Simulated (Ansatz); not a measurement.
Consider Ca in the fcc (Cu type) structure (space group Fm-3m, No. 225; a = 5.5685 Å).

Calculations: Kohn–Sham DFT with the r2SCAN functional, run in Ansatz (a first-principles code) with PAW and 500 eV plane waves, spin-orbit coupling left out.

One change was made to it. Results:

The density grows by 7.63 g/cm³ (1.54 g/cm³ → 9.17 g/cm³); the band gap remains zero.

Task: Which of these changes matches the shifts?
(A) Ca → Rb
(B) Ca → Cs
(C) Ca → Ce

Result: C, Ca → Ce. For comparison, the density in the other runs: Ca → Cs gives 1.77 g/cm³; Ca → Rb gives 1.49 g/cm³.

The 4f electrons are in the valence with no U and their state was not checked, so volumes and moments can be off. Stability against distortions was not tested. For Rb in this form, whether it has been made was not checked. Seeded moments were not kept for Ca → Ce. All final runs are without spin polarisation. This is not the structure that Cs has at room temperature and ambient pressure. This is not the structure that Rb has at room temperature and ambient pressure.
